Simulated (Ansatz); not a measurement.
## Ti (model structure, started from the diamond type, Fd-3m, No. 227, 2 atoms in the cell): bulk modulus B0 by level of theory

No measured value is used here.

```
level (code)     value (GPa)  cell (Å³/atom)
---------------  -----------  --------------
LDA (Ansatz)            36.1           19.05
PBEsol (Ansatz)         35.1           21.00
r²SCAN (Ansatz)         33.0           21.38
```

The crystal itself was run without spin with LDA, PBEsol, r²SCAN; a magnetic state was not tried in these runs. LDA, PBEsol, r²SCAN: the run has no spin polarisation, so it can have missed a magnetic state. LDA, PBEsol, r²SCAN: the bulk modulus is −V dP/dV from two relaxed cells at ±2 % in volume. Each level is taken at its own relaxed cell. Cutoffs differ between the levels. Ansatz's density-functional and Hartree–Fock values are scalar-relativistic unless marked +SOC, with PAW data made under PBE.

A model structure was made by putting elements into a prototype or built by hand; it is no filed structure, need not be a known phase, and can be a saddle point held by its symmetry.

Ansatz is an electronic-structure program.
